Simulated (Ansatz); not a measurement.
GaN: response to strain

Take GaN in the zinc blende structure (space group F-43m, No. 216; a = 4.4981 Å) as the base. Axes: x, y, z lie along the cube axes.

Strains are applied to the cell and any free atomic positions relax; under biaxial strain the out-of-plane vector relaxes too.

Computed with Ansatz (a first-principles code) PBEsol, scalar-relativistic without spin-orbit coupling.

Candidates:
(a) biaxial strain −2.50 %, plane normal [001], relaxed out of plane
(b) biaxial strain −2.00 %, plane normal [001], relaxed out of plane
(c) biaxial strain −1.50 %, plane normal [001], relaxed out of plane
(d) biaxial strain +2.50 %, plane normal [001], relaxed out of plane
(e) biaxial strain +1.00 %, plane normal [001], relaxed out of plane

Q: Order them by out-of-plane strain, lowest first.

A: (d) biaxial strain +2.50 %, plane normal [001], relaxed out of plane (-2.81 %), (e) biaxial strain +1.00 %, plane normal [001], relaxed out of plane (-1.10 %), (c) biaxial strain −1.50 %, plane normal [001], relaxed out of plane (+1.60 %), (b) biaxial strain −2.00 %, plane normal [001], relaxed out of plane (+2.12 %), (a) biaxial strain −2.50 %, plane normal [001], relaxed out of plane (+2.63 %)

Stability against distortions was not tested. This is not the structure that GaN has at room temperature and ambient pressure.
